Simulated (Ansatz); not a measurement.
# Lu under a change: isotropic strain −2.50 %

Base system: Lu in the hcp (Mg type) structure (space group P6_3/mmc, No. 194; a = 3.506 Å, c = 5.482 Å; relaxed with 0.1 eV smearing).

Modification: an isotropic linear strain of −2.50 %; the atoms relax in the strained cell.

All numbers come from PBE (Ansatz, a program for electronic structure, PAW, no spin-orbit coupling). Settings: 19×19×11 k-points, 0.1 eV Fermi–Dirac smearing.

- Volume per atom: 27.05 Å³ (base 29.18 Å³)
- Space group: P6_3/mmc (No. 194) (base P6_3/mmc (No. 194))
- Shortest interatomic distance: 3.322 Å (base 3.407 Å)
- Energy relative to the base (free energy F): +25 meV/atom
- Band gap: zero (base zero)

Final structure:

```yaml
crystal:
  lattice:
    - [3.41851, 0.00000, 0.00000]
    - [-1.70925, 2.96051, 0.00000]
    - [0.00000, 0.00000, 5.34497]
  atoms:
    - { symbol: Lu, position: [0.66667, 0.33333, 0.75000] }
    - { symbol: Lu, position: [0.33333, 0.66667, 0.25000] }
```

Cost of the whole job for the changed cell (relaxation, final SCF and bands): about 60 core-seconds (a rough figure).

Whether these cells are dynamically stable was not tested.
